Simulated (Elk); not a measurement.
A self-consistent single point of Ni (Fm-3m, 1 atom in the cell) with Elk.

Method of the run: Elk with LDA (PW92), all-electron FP-LAPW, Elk's shipped species files, default APW+lo basis.

```
Ni
1.0
    0.00000     1.73712     1.73712
    1.73712     0.00000     1.73712
    1.73712     1.73712     0.00000
Ni
1
Cartesian
  0.00000   0.00000   0.00000
```
Moments meant for the start (each program seeds them in its own way; μB, in the order of the atoms Ni): 1.0.

Reference input (self-consistent single point, DFT, PBE, all-electron FP-LAPW, Elk's shipped species files, default APW+lo basis): xctype = 20; spinpol = true; swidth = 0.00367493 Ha; ngridk = 11 11 11; reducebf = 0.5; rmtscf = 0.91; nempty = 10 per atom; maxscl = 100; bfcmt = [[0.0, 0.0, -0.5]]. This run's input differs from it in these lines:

```diff
@@ -2,5 +2,2 @@
   0
-
-xctype
-  20
```

Output (repeated stretches shortened):

```
│ Self-consistent loop started │
│ Loop number : 1 │
 total energy                :     -1518.75109584
 total moment                :    1.154990400
│ Loop number : 2 │
 total energy                :     -1518.84903425
 total moment                :    1.147485519
RMS change in Kohn-Sham potential (target) :   0.2546856679     (  0.1000000000E-05)
Absolute change in total energy (target)   :   0.9793841253E-01 (  0.1000000000E-03)
│ Loop number : 3 │
 total energy                :     -1518.82928810
 total moment                :    1.134704984
RMS change in Kohn-Sham potential (target) :   0.2524573466     (  0.1000000000E-05)
   [... lines left out ...]
│ Loop number : 16 │
 total energy                :     -1518.39257645
 total moment                :  -0.5647961513
RMS change in Kohn-Sham potential (target) :   0.1631480775E-05 (  0.1000000000E-05)
Absolute change in total energy (target)   :   0.1267791201E-03 (  0.1000000000E-03)
│ Loop number : 17 │
 total energy                :     -1518.39258050
 total moment                :  -0.5648049881
RMS change in Kohn-Sham potential (target) :   0.5082862530E-06 (  0.1000000000E-05)
Absolute change in total energy (target)   :   0.2764903684E-04 (  0.1000000000E-03)
Convergence targets achieved

│ Loop number : 18 │

Energies :
 Fermi                       :     0.302256398798
 xc effective B-field        :    -0.755146654844E-02
 external B-field            :      0.00000000000
 total energy                :     -1518.39257046
 (external B-field energy excluded from total)

Density of states at Fermi energy :    45.26632399
 (states/Hartree/unit cell)

Estimated indirect band gap :   0.6876854548E-03
 from k-point     31 to k-point     19
Estimated direct band gap   :   0.7848222043E-02
 at k-point     36

Charges :
 core                        :    12.00000000
 valence                     :    16.00000000
 interstitial                :    1.117798059
 muffin-tins (core leakage)
  species :    1 (Ni)
   atom    1                 :    26.88220194     (  0.9154636369E-03)
 total in muffin-tins        :    26.88220194
 total calculated charge     :    27.99642169
 total charge                :    28.00000000
 error                       :   0.3578305575E-02

Moments :
 interstitial                :   0.2406480395E-01
 muffin-tins
  species :    1 (Ni)
   atom    1                 :  -0.5888718235
 total in muffin-tins        :  -0.5888718235
 total moment                :  -0.5648070195

│ Self-consistent loop stopped │
```

The run converged in 18 iterations. The count includes the last loop, which Elk runs after its targets are met. Against the reference run the size of the net moment hardly changes (0.58 to 0.56 μB/atom).

The starting cell has typed, rounded lattice constants, without a prior relaxation at this level. Its lattice was rescaled by a random factor within 2.5 % of one. With one magnetic atom in the cell only a parallel order is possible. Values depend on the basis (sphere radii, cutoffs, local orbitals), which need not be converged. The log's line on a gap gives a spacing of levels on this mesh, which the program prints for metals too.
